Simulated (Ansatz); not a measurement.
Given:

End structure of a constructed model of the (110) surface of bcc Mo, a cell of two sites (a+b, b-a), one Mo adatom (bottom of the slab: a bare face, its two planes held):

```xyz
13
Lattice="1.8249 2.5808 0.0000 -3.6498 2.5808 0.0000 0.0000 0.0000 30.0000" Properties=species:S:1:pos:R:3 pbc="T T T"
Mo     0.9124     1.2904     8.0212
Mo    -1.8249     1.2904     8.0212
Mo     0.0000     0.0000    10.2562
Mo    -0.9124     2.5808    10.2562
Mo     0.9124     1.2904    12.4862
Mo    -1.8249     1.2904    12.4992
Mo     0.0000     0.0000    14.7270
Mo    -0.9124     2.5808    14.7255
Mo     0.9124     1.2904    16.9200
Mo    -1.8249     1.2904    16.9900
Mo     0.0000     0.0000    19.1149
Mo    -0.9124     2.5808    19.3522
Mo     0.9124     1.2904    20.9555
```

Slab: 13 atoms, 14.0 Å thick at the start with caps and adatoms (thin: gaps and levels are the slab's own); k 12x9x1, smearing 0.1 eV, dipole-corrected; 4 atoms held, the rest relaxed; start symmetry kept, larger cells not searched; no spin, no spin-orbit, no U. It is one candidate, not shown to be the stable structure of the face.

Task: Predict the work function of the top face from PBE run with Ansatz (a first-principles code).

Result: 3.44 eV
